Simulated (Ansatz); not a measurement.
End structure of O on the 1x1 (111) surface of fcc Ni, ferromagnetic, one in a 1x1 cell, started at the site 'hollow Ni-Ni-Ni over Ni at depth 4.0 Å':

```
CELL_PARAMETERS angstrom
      2.48857     0.00000     0.00000
     -1.24429     2.15517     0.00000
      0.00000     0.00000    25.50000
ATOMIC_POSITIONS crystal
  Ni 0.33333 0.66667 0.38155
  Ni 0.66667 0.33333 0.46024
  Ni 0.00000 0.00000 0.53990
  Ni 0.33333 0.66667 0.62213
  O  0.66667 0.33333 0.66531
```

Slab: 5 atoms, 6.0 Å thick at the start under the adsorbate (thin: gaps and levels are the slab's own); k 14x14x1, smearing 0.1 eV, dipole-corrected; 2 atoms held, the rest relaxed; held to the start's symmetry, so lower structures may exist; spin-polarised, no spin-orbit, no U, no dispersion correction. At the end it is bonded to 3 Ni. In PBE it is, or lies within 0.03 eV of, the lowest of the starts that converged.

A negative adsorption energy means that the adsorbate is more stable on the surface than in its reference.

Q: Predict the change of the work function from Ansatz (a program for electronic structure) with PBE.

A: 1.89 eV

Q: What is the computed work function of the top face (PBE)?

A: 6.97 eV

Q: What is the computed adsorption energy against ½ O2(g) (PBE)?

A: -0.85 eV

Q: Give the change of the step from the bottom to the top vacuum level, against the clean slab at the level PBE.

A: 1.92 eV
